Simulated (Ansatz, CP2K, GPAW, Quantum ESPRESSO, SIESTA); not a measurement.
**Code comparison for Cu₃Sb (Pm-3m, 4 atoms in the cell)**

Self-consistent single point, at a second geometry (lattice scaled by 0.98). First geometry:

```
Cu3Sb
1.0
    3.93904     0.00000     0.00000
    0.00000     3.93904     0.00000
    0.00000     0.00000     3.93904
Cu Sb
3 1
Direct
  0.50000   0.50000   0.00000
  0.00000   0.50000   0.50000
  0.50000   0.00000   0.50000
  0.00000   0.00000   0.00000
```

Shared settings, as Ansatz (a first-principles code) writes them: kpoints.mp_grid.grid = 8 8 8; scf.occupations.method = gaussian; scf.occupations.width = 0.0037 Ry. Potentials and cutoffs stand in the table.

```
code                                                                                                                                      model  ΔF from the first geometry (meV/atom)  pressure (GPa)       cutoff
----------------  -----------------------------------------------------------------------------------------------------------------------------  -------------------------------------  --------------  -----------
GPAW                                                                                      PBEsol, GPAW PAW datasets PBEsol (made by gpaw-setup)                                  -26.2           -1.75       850 eV
Quantum ESPRESSO                                                                             PBEsol, PSlibrary ultrasoft (PBE) pseudopotentials                                  -28.4           -2.60        50 Ry
CP2K                                                                 PBEsol, GPW, DZVP-MOLOPT-SR-GTH basis, GTH-PBE potentials (GTH_POTENTIALS)                                   -8.3            2.27  grid 600 Ry
Ansatz                                                                                                          PBEsol, PAW files made with PBE                                  -30.3           -2.21      default
SIESTA            GGA PBEsol, numerical atomic orbitals DZP, PseudoDojo PBEsol standard norm-conserving potentials (rewritten from UPF to PSML)                                  -32.7           -2.81  grid 300 Ry
```

For Quantum ESPRESSO (by 0.8 GPa) the energy change implies a higher mean pressure, against the two pressures, than for the other programs: a sign of finite-basis (Pulay) stress.

No clean gap comes from GPAW, Quantum ESPRESSO, CP2K, Ansatz and SIESTA: levels at the Fermi energy touch, overlap or are partly filled at this smearing.

On Ansatz's run: spin-orbit coupling is off. Spin polarisation is off.

The spread over the programs that give each value: ΔF from the first geometry within 24.4 meV/atom; pressure within 5.08 GPa.

CP2K and SIESTA use small atom-centred bases, whose incompleteness enters pressures, forces and empty levels differently from a plane-wave cutoff. Ansatz's pressure is given at a fixed set of plane waves, as the other plane-wave codes print theirs; with its correction for the finite basis it is -2.11 GPa. In the pressure, CP2K (by 4.48) lies more than 1 GPa from the median of the plane-wave programs.

The starting cell comes from a database of computed structures (which also holds hypothetical and non-ambient phases and stackings), without a prior relaxation at this level. Its lattice was rescaled by a random factor within 2.5 % of one. For this run, on top of that: lattice scaled by 0.98.

Left out of this page: ABINIT and FLEUR (with a known weakness of the program); Elk (not drawn, or without a comparable value).

Keys are those of Ansatz 0.2.
